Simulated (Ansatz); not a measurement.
The parent structure is MoS2 (space group P6_3/mmc, No. 194; layered, stacked along the Cartesian z axis).

```
CELL_PARAMETERS angstrom
      3.14934     0.00000     0.00000
     -1.57467     2.72741     0.00000
      0.00000     0.00000    12.08946
ATOMIC_POSITIONS crystal
  Mo 0.66667 0.33333 0.75000
  Mo 0.33333 0.66667 0.25000
  S  0.66667 0.33333 0.37952
  S  0.33333 0.66667 0.87952
  S  0.33333 0.66667 0.62048
  S  0.66667 0.33333 0.12048
```

Calculations: Ansatz (a program for electronic structure), PBE-D3(BJ), PAW, cutoff 420 eV, no spin-orbit coupling.

One change was made to it. Results:

```csv
quantity,base,after
hole mass,"1.0 mₑ along c, 0.61 mₑ across (at Γ)","1.2 mₑ along c, 0.49 mₑ across (at Γ)"
smallest direct gap,1.70 eV,1.76 eV
"valence-band top at Γ (three highest levels, from the VBM)","0.00, -1.11, -1.29 eV","0.00, -0.94, -1.52 eV"
density,5.12 g/cm³,5.37 g/cm³
```

Task: Which change produced these results?
A. pressure 3 GPa
B. pressure −1 GPa
C. pressure 0.3 GPa
D. pressure 7.5 GPa
E. pressure 0.7 GPa

Result: A, pressure 3 GPa. For comparison, the valence-band top at Γ in the other runs: pressure −1 GPa gives 0.00, -1.17, -1.19 eV; pressure 7.5 GPa gives 0.00, -0.78, -1.77 eV; pressure 0.3 GPa gives 0.00, -1.09, -1.31 eV; pressure 0.7 GPa gives 0.00, -1.06, -1.35 eV.

Load acts through the strain it causes; cell and atoms are relaxed under it. Effective masses come from finite differences of ±0.01 Å⁻¹. Whether these cells are dynamically stable was not tested. No other phases were tried under pressure.
